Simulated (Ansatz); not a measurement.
Thickness series in BN

The reference is BN in the zinc blende structure (space group F-43m, No. 216; a = 3.606 Å). Axes: x, y, z lie along the cube axes.

Free-standing slabs (2 atom(s) a layer) normal to [110] with 15 Å of vacuum; in-plane cell held at bulk.

Computed with plane-wave PAW DFT at the PBEsol level (Ansatz, a first-principles code, 420 eV), no SOC.

Candidates:
(a) 3 layers
(b) 2 layers
(c) 7 layers
(d) 4 layers
(e) 5 layers

Base values:

The band gap is 4.30 eV.

Order them by band gap, highest first.

(b) 2 layers (4.34 eV), (d) 4 layers (2.45 eV), (c) 7 layers (2.22 eV), (e) 5 layers (2.14 eV), (a) 3 layers (0.40 eV)

Whether these cells are dynamically stable was not tested.
